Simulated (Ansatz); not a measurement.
Start from Zn in the hcp (Mg type) structure (space group P6_3/mmc, No. 194; a = 2.6129 Å, c = 4.7815 Å; relaxed with 0.1 eV smearing). Axes: x lies along a and z along c of the hexagonal cell.

Method: PBEsol, PAW, 420 eV (Ansatz, an electronic-structure program; no spin-orbit coupling).

Now apply this change: an isotropic linear strain of +1.50 %, atoms relaxed at fixed cell.

Problem. Predict the stress tensor and what it implies for the stiffness.

Solution. Stress of the strained cell less that of the base (GPa, compression positive):
```
   -4.1     0.0     0.0
    0.0    -4.1     0.0
    0.0     0.0    -2.8
```

Then B = −ΔP/(ΔV/V₀) with ΔV/V₀ = 0.0457 gives secant stiffness values (nonlinear terms included at this strain): B (at held cell shape, above the free-shape value) ≈ 81 GPa.

As a check, the harmonic strain energy −½ V₀ Δσ:ε is 7.3 meV/atom; the computed energy rise is 7.8 meV/atom.

No phonon test of stability was made.
